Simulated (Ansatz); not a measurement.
**A computed series for Ti3Al: response to strain**

Start from Ti3Al (space group P6_3/mmc, No. 194; a = 5.747 Å, c = 4.632 Å). Axes: x lies along a and z along c of the hexagonal cell.

Strains are applied to the cell and any free atomic positions relax; under biaxial strain the out-of-plane vector relaxes too; under stress the whole cell relaxes.

Calculations: r2SCAN (Ansatz, an electronic-structure program, PAW, without spin-orbit coupling), earlier PAW set.

Notes on the quantities. energy relative to the base: free energy F; pressure: mean of the normal stresses, compression positive.

```json
[
 {"case": "base", "energy relative to the base": "0 meV/atom", "volume per atom": "16.56 Å³", "pressure": "0.0 GPa"},
 {"case": "biaxial strain +0.48 %, plane normal [001], relaxed out of plane", "energy relative to the base": "+0.6 meV/atom", "volume per atom": "[?]", "pressure": "-0.8 GPa"},
 {"case": "biaxial strain +0.71 %, plane normal [001], relaxed out of plane", "energy relative to the base": "+1.3 meV/atom", "volume per atom": "16.73 Å³", "pressure": "-1.2 GPa"},
 {"case": "biaxial strain +2.13 %, plane normal [001], relaxed out of plane", "energy relative to the base": "+11 meV/atom", "volume per atom": "17.07 Å³", "pressure": "[?]"},
 {"case": "biaxial strain +2.51 %, plane normal [001], relaxed out of plane", "energy relative to the base": "+15 meV/atom", "volume per atom": "17.16 Å³", "pressure": "-3.8 GPa"},
 {"case": "biaxial strain +3.09 %, plane normal [001], relaxed out of plane", "energy relative to the base": "+23 meV/atom", "volume per atom": "17.29 Å³", "pressure": "-4.5 GPa"},
 {"case": "isotropic strain −2.87 %", "energy relative to the base": "+50 meV/atom", "volume per atom": "15.18 Å³", "pressure": "12.4 GPa"},
 {"case": "uniaxial strain ε_yy = −4.87 %", "energy relative to the base": "+27 meV/atom", "volume per atom": "15.76 Å³", "pressure": "6.6 GPa"},
 {"case": "uniaxial stress, 8 GPa compression along z", "energy relative to the base": "[?]", "volume per atom": "16.26 Å³", "pressure": "–"}
]
```

Question: Some entries are withheld; estimate them.

Answer: 
- biaxial strain +0.48 %, plane normal [001], relaxed out of plane, volume per atom: 16.68 Å³
- biaxial strain +2.13 %, plane normal [001], relaxed out of plane, pressure: -3.3 GPa
- uniaxial stress, 8 GPa compression along z, energy relative to the base: +16 meV/atom

Stability under load was not tested beyond the relaxation. The final runs are not spin-polarised.
